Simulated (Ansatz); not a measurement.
## Rh: stress against strain

Rh (fcc, Fm-3m, 13.735 Å³/atom at rest, cube axes along x, y and z) under a strain ε along a cube axis (axis z), the other axes held. r2SCAN in Ansatz, a plane-wave DFT program (PAW, default set), 500 eV, 30×30×30 Γ-centred mesh, Fermi-Dirac smearing 0.10 eV; ions are relaxed within the symmetry of each cell. Stress is positive for a compressed cell.

Here s stands for strain and y for stress zz.

| strain (%) | stress zz (GPa) |
|---|---|
| -3.00 | ? |
| -1.50 | 6.97 |
| -1.00 | 4.57 |
| -0.50 | 2.25 |
| 0.00 | 0.00 |
| 0.50 | -2.18 |
| 1.00 | -4.28 |
| 1.50 | -6.32 |

Q: Using a straight line, estimate the missing y at s = -3.00 from the other rows, showing the fit.

A: Means: s 0, y 0.144. About the means, the sum of products is -31.000 and the sum of squares of s is 7.0000; the slope is their ratio. Least squares gives y = 0.144 - 4.4286·s. Residuals (row less fit): 0.183, -0.003, -0.108, -0.144, -0.110, 0.005, 0.179; standard error 0.148 (degrees of freedom: 5). The slope gives the elastic constant C11 = 443 ± 6 GPa. At the withheld row, y = 0.144 - 4.4286 × (-3.0) = 13.430 GPa. The calculation gives 14.60 GPa, 1.170 GPa above the prediction (5.6 % of the range of y in the table). The row lies outside the fitted rows, so this is an extrapolation. From the scatter of the fitted rows alone, a prediction at this place has a standard error of 0.231 GPa, so the miss is 5.1 times that.

One order more, fitted to all 13 runs of the series, follows each within 0.01, so the miss is the next term of a smooth law. In a metal these values are sensitive to mesh and smearing; energies are taken to zero smearing, stresses follow the free energy. Rows are the converged runs of the series near zero and its far end; series whose fitted rows scatter by over a few per cent of the range, as at a crossing or softening among them, aren't shown in this form. Most that stay on the fit to the last digits aren't either.
